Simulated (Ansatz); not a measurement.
The reference is Ge in the diamond structure (space group Fd-3m, No. 227; a = 5.673 Å). Axes: x, y, z lie along the cube axes.

Computed with DFT with r2SCAN, PAW potentials and a 500 eV plane-wave cutoff in Ansatz (a program for electronic structure), without spin-orbit coupling, earlier PAW set.

Base values:

```
Item                              Value
-----------------------------  --------
Shortest interatomic distance   2.456 Å
Pressure                       0.01 GPa
Band gap                        0.37 eV
```

One thing is altered: biaxial strain +0.76 %, plane normal [110], relaxed out of plane (Cartesian); in-plane vectors clamped, the third vector and the atoms free.

**Question.** What does the calculation give for the shortest interatomic distance after the change?

**Answer.** The shortest interatomic distance grows by 0.006 Å to 2.462 Å.

**Question.** How does this affect the pressure?

**Answer.** The pressure (mean of the normal stresses, compression positive) falls by 0.87 GPa (0.01 GPa → -0.86 GPa).

**Question.** What happens to the band gap?

**Answer.** The band gap falls by 0.181 eV, from 0.37 eV to 0.18 eV.

**Question.** What does the calculation give for the energy relative to the base after the change?

**Answer.** The energy grows by 1.4 meV/atom.

**Question.** What happens to the out-of-plane strain?

**Answer.** The out-of-plane strain amounts to -0.25 %.

A biaxial case was relaxed in a doubled cell and then solved in the primitive one. Stability against distortions was not tested. The zero or small gap of Ge under biaxial strain +0.76 %, plane normal [110], relaxed out of plane can change with the level of theory.
